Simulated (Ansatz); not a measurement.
L1₀ (CuAu-type) TiAl, treated with LDA (plane waves, PAW; Ansatz, an electronic-structure program).

Numerical settings: plane-wave cutoff 520 eV, 18×18×12 k mesh (along the axes of the cell as run), Fermi–Dirac smearing 0.1 eV, perturbation theory, force constants from a 6×6×4 q mesh, no spin polarisation, scalar-relativistic PAW data made under PBE.

**Question.** Predict the zero-point energy.

**Answer.** 
zero-point energy: 0.046 eV/atom
